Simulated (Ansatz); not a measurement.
We consider cubic perovskite CsSrF3, described by PBEsol-D3(BJ) (PAW; Ansatz, a quantum-chemistry and plane-wave program).

Numerical settings: plane-wave cutoff 520 eV, 8×8×8 k mesh, Fermi–Dirac smearing 0.01 eV, scalar-relativistic PAW data made under PBE.

Response to compression and expansion:

| V (Å³/atom) | P (GPa) | direct gap at Γ (eV) |
|---|---|---|
| 19.475 | 3.38 | 6.585 |
| 19.889 | 2.12 | 6.519 |
| 20.304 | 1.00 | 6.454 |
| 20.718 | 0.00 | 6.387 |
| 21.132 | -0.89 | 6.321 |
| 21.547 | -1.68 | 6.254 |
| 21.961 | -2.38 | 6.186 |

A straight line through the gaps at Γ against ln V gives a volume deformation potential dE_g(Γ)/d ln V of -3.3 eV: the gap at Γ widens under compression.

Note: the relaxation could not lower the start's symmetry, so the cell can be a saddle point above a distorted one.

Spin–orbit coupling is not included.
